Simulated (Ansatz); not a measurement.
The reference is BN in the h-BN type structure (space group P6_3/mmc, No. 194; a = 2.4998 Å, c = 6.4129 Å; layered, stacked along the Cartesian z axis).

Levels (all Ansatz, an electronic-structure program, PAW, earlier PAW set): PBEsol-D3(BJ) (420 eV, scalar-relativistic without spin-orbit coupling); r2SCAN (500 eV, spin-orbit coupling left out); HSE06 (420 eV, no spin-orbit coupling); PBEsol+SOC (420 eV, spin-orbit coupling included).

One geometry, relaxed with PBEsol-D3(BJ), under each level:

| level | band gap | lowest conduction level above the VBM at special points |
|---|---|---|
| PBEsol-D3(BJ) | 4.08 eV | M 4.08 eV; H 4.53 eV; L 4.60 eV; K 4.84 eV |
| r2SCAN | 4.75 eV | M 4.75 eV; H 5.24 eV; L 5.26 eV; K 5.55 eV |
| HSE06 | 5.49 eV | M 5.49 eV; H 5.99 eV; L 6.01 eV; Γ 6.62 eV |
| PBEsol+SOC | 4.08 eV | M 4.08 eV; H 4.53 eV; L 4.60 eV; K 4.84 eV |

Single points use the geometry relaxed with PBEsol-D3(BJ). HSE06 was sampled on its mesh, a few special points and the semilocal edge points, so its gap is an upper bound. The spin-orbit shifts are approximate. Whether these cells are dynamically stable was not tested.
